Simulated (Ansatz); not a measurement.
How far PBE and r2SCAN part for Ti

The reference is Ti in the hcp (Mg type) structure (space group P6_3/mmc, No. 194; a = 2.939 Å, c = 4.650 Å).

(Cell as relaxed with PBE.)

Levels (all Ansatz, an electronic-structure program, PAW): PBE (420 eV, scalar-relativistic without spin-orbit coupling); r2SCAN (500 eV, without spin-orbit coupling).

Each level relaxes its own structure.

| quantity | PBE | r2SCAN |
|---|---|---|
| volume per atom | 17.39 Å³ | ___ |
| lattice parameter a | 2.939 Å | ___ |
| lattice parameter c | 4.650 Å | ___ |
| band gap | zero | ___ |

Question: What does r2SCAN give?

Answer: 
- volume per atom, r2SCAN: 17.30 Å³
- lattice parameter a, r2SCAN: 2.936 Å
- lattice parameter c, r2SCAN: 4.636 Å
- band gap, r2SCAN: zero

PBE's volume per atom lies 0.09 Å³ above r2SCAN's (0.5 %); PBE's lattice parameter a lies 0.003 Å above r2SCAN's (0.1 %); PBE's lattice parameter c lies 0.014 Å above r2SCAN's (0.3 %); the two agree on the band gap. Neither level is exact; r2SCAN is the comparison here, not a measurement.

Whether these cells are dynamically stable was not tested. The final runs are not spin-polarised.
